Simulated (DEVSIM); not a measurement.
System: Schottky contact on n-type β-Ga2O3, at 300 K.

| layer (left to right) | material | thickness (μm) | Nd (cm⁻³) | τn (s) | τp (s) |
|---|---|---|---|---|---|
| 1 | β-Ga2O3 | 0.330 | 5.1e16 | 5.6e-10 | 5.6e-10 |

Left contact: Schottky, work function 5.49 eV, emission velocity 4.4e6 cm/s. Right contact: ohmic. Voltage is applied to the left contact. Recombination: SRH at mid-gap, radiative. Mobility is μmin + (μ − μmin)/(1 + (N/Nref)^α).

This is a model device: material constants are rounded textbook-type values typed into the input, and sizes, dopings and lifetimes were drawn at random. Values at 300 K.

| parameter | β-Ga2O3 |
|---|---|
| gap (eV) | 4.8 |
| affinity (eV) | 4 |
| permittivity | 10 |
| Nc (cm⁻³) | 3.7e18 |
| Nv (cm⁻³) | 5e20 |
| μn (cm²/Vs) | 160 |
| μp (cm²/Vs) | 1 |
| μn,min | 20 |
| μp,min | 0.1 |
| Nref,n | 1e18 |
| Nref,p | 1e18 |
| αn | 0.8 |
| αp | 0.8 |
| B (cm³/s) | 1e-12 |

DEVSIM, 1D drift-diffusion, Boltzmann statistics, complete ionisation; no tunnelling, impact ionisation, image-force lowering or self-heating. Metal contacts follow the ideal Schottky-Mott rule: no Fermi-level pinning, no interface dipoles.

Tabulate band edges, carrier densities and field at zero bias.

Energies count from the Fermi level of the right contact; mesh points crowd at the junctions.

```tsv
x (μm)	Ec (eV)	Ev (eV)	n (cm⁻³)	p (cm⁻³)	field (V/cm)
0.000	1.490	-3.310	< 1e2	< 1e2	-160000
0.005366	1.407	-3.393	< 1e2	< 1e2	-150000
0.01175	1.311	-3.489	< 1e2	< 1e2	-150000
0.01935	1.202	-3.599	< 1e2	< 1e2	-140000
0.03039	1.052	-3.748	< 1e2	< 1e2	-130000
0.04152	0.913	-3.887	1700	< 1e2	-120000
0.05476	0.763	-4.037	570000	< 1e2	-110000
0.07401	0.573	-4.227	8.8e8	< 1e2	-90000
0.09341	0.416	-4.384	3.8e11	< 1e2	-72000
0.1165	0.275	-4.525	8.9e13	< 1e2	-51000
0.1440	0.170	-4.630	5.1e15	< 1e2	-26000
0.1780	0.121	-4.678	3.4e16	< 1e2	-6000
0.2067	0.113	-4.687	4.7e16	< 1e2	-1200
0.2309	0.111	-4.689	5.0e16	< 1e2	-290
0.2584	0.111	-4.689	5.1e16	< 1e2	-57
0.2743	0.111	-4.689	5.1e16	< 1e2	-22
0.2852	0.111	-4.689	5.1e16	< 1e2	-12
0.2969	0.111	-4.689	5.1e16	< 1e2	≈ 0
0.3101	0.111	-4.689	5.1e16	< 1e2	≈ 0
0.3178	0.111	-4.689	5.1e16	< 1e2	≈ 0
0.3243	0.111	-4.689	5.1e16	< 1e2	≈ 0
0.3300	0.111	-4.689	5.1e16	< 1e2	≈ 0
```
